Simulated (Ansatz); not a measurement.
Au (within 0.1 Å of P6₃/mmc, No. 194, 2 atoms in the cell; start mp-1008634; another form than the element's usual one), treated with r²SCAN (Ansatz, an electronic-structure program, plane waves, PAW).

Numerical settings: plane-wave cutoff 560 eV, 22×22×12 k mesh (along the axes of the cell as run), Fermi–Dirac smearing 0.05 eV, scalar-relativistic PAW data made under PBE.

Cell (relaxed at this level):

```
CELL_PARAMETERS angstrom
      1.44516    -2.50569     0.00000
      1.44516     2.50569     0.00000
      0.00000     0.00000     4.85729
ATOMIC_POSITIONS crystal
  Au 0.66652 0.33348 0.75000
  Au 0.33348 0.66652 0.25000
```

### Question
Estimate the bulk modulus B0 that the calculation returns.

### Answer

- bulk modulus B0 = 150 GPa

The run finds no gap.

Note: the bulk modulus is −V dP/dV from two relaxed cells at ±2 % in volume.

Spin–orbit coupling is not included; it can shift volumes and moduli of such heavy elements.

Computed values are for the static lattice.

A start named mp-… is a Materials Project structure, which need not be a measured phase.
